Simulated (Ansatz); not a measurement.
**ZrO2: isotropic strain −1.88 %**

Take ZrO₂ (space group P4_2/nmc, No. 137; a = 3.621 Å, c = 5.284 Å) as the base.

Perturbation: the cell is scaled by 0.9812 in all directions, atoms relaxed at fixed cell.

Computed with plane-wave PAW DFT at the PBE level (Ansatz, an electronic-structure program, 420 eV), no SOC, earlier PAW set. k-mesh 9×9×6 (Γ-centred); smearing 0.05 eV (Fermi–Dirac).

- Volume per atom = 10.91 Å³ (base 11.55 Å³)
- Space group = P4_2/nmc (No. 137) (base P4_2/nmc (No. 137))
- Energy relative to the base (free energy F) = +21 meV/atom
- Pressure (mean of the normal stresses, compression positive) = 112.8 kbar (base 0.0 kbar)
- Band gap = 4.13 eV (base 4.04 eV)
- Gap character = indirect, A → Γ (base indirect, k = (0.222, 0.222, 0) in the run's primitive reciprocal basis → Γ)
- Smallest direct gap = 4.23 eV (base 4.14 eV)
- Width of the top valence band = 0.94 eV (base 0.87 eV)
- Electron mass = 2.2 mₑ along c, 0.60 mₑ across (at Γ) (base 2.3 mₑ along c, 0.61 mₑ across (at Γ))
- Largest internal atomic displacement = 0.058 Å

Final structure:

```xyz
6
Lattice="3.5528 0.0000 0.0000 0.0000 3.5528 0.0000 0.0000 0.0000 5.1849" Properties=species:S:1:pos:R:3 pbc="T T T"
Zr     0.0000     0.0000     0.0000
Zr     1.7764     1.7764     2.5925
O      0.0000     1.7764     1.0566
O      0.0000     1.7764     3.6490
O      1.7764     0.0000     1.5359
O      1.7764     0.0000     4.1283
```

Masses are band curvatures over ±0.01 Å⁻¹ around the edge. Whether these cells are dynamically stable was not tested. This is not the structure that ZrO2 has at room temperature and ambient pressure.
